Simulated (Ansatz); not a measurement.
Response to strain in LaN

The parent structure is LaN (space group P4/nmm, No. 129; a model cell, its experimental status unchecked; relaxed with 0.1 eV smearing).

```yaml
crystal:
  lattice:
    - [3.70760, 0.00000, 0.00000]
    - [0.00000, 3.70760, 0.00000]
    - [0.00000, 0.00000, 5.26154]
  atoms:
    - { symbol: La, position: [0.00000, 0.50000, 0.25265] }
    - { symbol: La, position: [0.50000, 0.00000, 0.74735] }
    - { symbol: N, position: [0.00000, 0.50000, 0.73873] }
    - { symbol: N, position: [0.50000, 0.00000, 0.26127] }
```

Cartesian axes are those of the cell as printed.

Strains are applied to the cell and any free atomic positions relax; under biaxial strain the out-of-plane vector relaxes too.

Method: Kohn–Sham DFT with the PBEsol functional, run in Ansatz (an electronic-structure program) with PAW and 420 eV plane waves, no spin-orbit coupling.

Notes on the quantities. pressure: mean of the normal stresses, compression positive.

| case | pressure | shortest interatomic distance |
|---|---|---|
| base | 0.0 GPa | 255.8 pm |
| biaxial strain −4.68 %, plane normal [001], relaxed out of plane | 7.8 GPa | 247.2 pm |
| isotropic strain −2.76 % | 12.2 GPa | 246.4 pm |
| uniaxial strain ε_yy = +1.01 % | -1.3 GPa | 257.5 pm |

Whether these cells are dynamically stable was not tested. The base started in Pnma and relaxed to P4/nmm at this level. All final runs are without spin polarisation.
